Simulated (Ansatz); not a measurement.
Input and output of a self-consistent single point for ZnS (F-43m, 2 atoms in the cell) (Ansatz, a quantum-chemistry and plane-wave program).

Level of theory: PBE, PAW files (plane waves; Ansatz).

The change in words: lattice scaled by 0.98. Reference geometry:
```
ZnS
1.0
    0.00000     2.69018     2.69018
    2.69018     0.00000     2.69018
    2.69018     2.69018     0.00000
Zn S
1 1
Direct
  0.00000   0.00000   0.00000
  0.25000   0.25000   0.25000
```

Reference input (self-consistent single point, DFT, PBE, plane waves, PAW files): kpoints.mp_grid.grid = 11 11 11; hamiltonian.xc = pbe; hamiltonian.pseudopotentials = {kind: paw} (the program's default PAW files); scf.occupations.method = fermi_dirac; scf.occupations.width = 0.0007 Ry. This run's input differs from it in these lines:

```diff
@@ -2,5 +2,5 @@
   lattice:
-    - [0.00000000, 2.69018300, 2.69018300]
-    - [2.69018300, 0.00000000, 2.69018300]
-    - [2.69018300, 2.69018300, 0.00000000]
+    - [0.00000000, 2.63637900, 2.63637900]
+    - [2.63637900, 0.00000000, 2.63637900]
+    - [2.63637900, 2.63637900, 0.00000000]
   atoms:
```

Output, abridged:

```
SCF iter   1: F=—  HF=-4222.745557 eV  |F-HF|=—  |Δ(HF+E_count)|=         —  Δρ=4.15e-2  dr2=4.08e-1  ethr=3.10e-3  ⟨swp⟩=6.7  Hψ=5418  notcnv=0
all-band conjugate gradients solve this SCF's bands
preconditioner: auto → none
SCF iter   2: F=—  HF=-4222.658653 eV  |F-HF|=—  |Δ(HF+E_count)|=   8.69e-2  Δρ=1.51e-2  dr2=4.48e-2  ethr=2.27e-3  ⟨swp⟩=2.7  Hψ=1846  notcnv=0
   [... lines left out ...]
SCF iter   5: F=—  HF=-4222.649445 eV  |F-HF|=—  |Δ(HF+E_count)|=   1.11e-4  Δρ=6.60e-4  dr2=9.08e-5  ethr=1.05e-5  ⟨swp⟩=2.1  Hψ=1364  notcnv=0
SCF iter   6: F=—  HF=-4222.649474 eV  |F-HF|=—  |Δ(HF+E_count)|=   2.87e-5  Δρ=1.38e-4  dr2=3.12e-6  ethr=5.05e-7  ⟨swp⟩=2.5  Hψ=1329  notcnv=0
SCF iter   7: F=—  HF=-4222.649473 eV  |F-HF|=—  |Δ(HF+E_count)|=   2.55e-7  Δρ=2.31e-5  dr2=9.74e-8  ethr=5.56e-10  ⟨swp⟩=5.4  Hψ=4484  notcnv=0
SCF iter   8: F=-4222.649473 eV  HF=-4222.649473 eV  |F-HF|=3.69e-9  |Δ(HF+E_count)|=   5.41e-8  Δρ=3.11e-6  dr2=1.84e-9  ethr=5.41e-10  ⟨swp⟩=5.4  Hψ=3122  notcnv=0
SCF 1 converged in 8 iterations: F = -4222.649473 eV  dr2 = 1.84e-9
Free energy (F): -4222.649473 eV
Internal energy: -4222.649473 eV  (E = F + TS)
E sigma→0 (E₀):  -4222.649473 eV
Fermi energy:    7.989655 eV
--- Forces (eV/Å), atoms counted from 1 ---
  atom   1  Zn     0.00000000    -0.00000000     0.00000000
  atom   2  S     -0.00000000     0.00000000    -0.00000000
--- Stress (GPa, compression-positive) ---
        8.228664       0.000000      -0.000000
        0.000000       8.228664       0.000000
       -0.000000       0.000000       8.228664
  P = ⅓ Tr σ = 8.2287 GPa (82.287 kbar)
  The stress holds the Pulay correction. Without it, at fixed plane waves, as pw.x and ABINIT print it: P = 8.1465 GPa
```

The run converged in 8 iterations. Against the reference run the free energy rises by 37.8 meV/atom, the pressure goes from 2.64 to 8.23 GPa and the gap on the mesh goes from 2.162 to 2.430 eV.

The starting cell comes from a database of computed structures (which also holds hypothetical and non-ambient phases and stackings), without a prior relaxation at this level. Its lattice was rescaled by a random factor within 2.5 % of one. For this run, on top of that: lattice scaled by 0.98. With a pressure of about 8 GPa the cell is away from its equilibrium volume at this level. Ansatz's pressure includes its estimate of the finite-basis (Pulay) stress.

Keys are those of Ansatz 0.2.
